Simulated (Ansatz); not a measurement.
Start from GaP in the zinc blende structure (space group F-43m, No. 216; a = 5.439 Å). Axes: x, y, z lie along the cube axes.

All numbers come from plane-wave PAW DFT at the PBEsol level (Ansatz, a program for electronic structure, 420 eV), spin-orbit coupling left out.

Base values:

| Item | Value |
|---|---|
| Volume per atom | 20.11 Å³ |

It is then changed as follows: tensile biaxial strain of 1.25 % in the plane normal to [111], as in epitaxy on a mismatched substrate; the out-of-plane cell vector and the atoms relax.

Question: Predict the new in-plane stress, energy relative to the base and volume per atom.

Answer: The mean in-plane stress (compression positive) is -2.3 GPa; the energy rises by 3.8 meV/atom; the volume per atom increases by 0.39 Å³, from 20.11 Å³ to 20.50 Å³.

Whether these cells are dynamically stable was not tested.
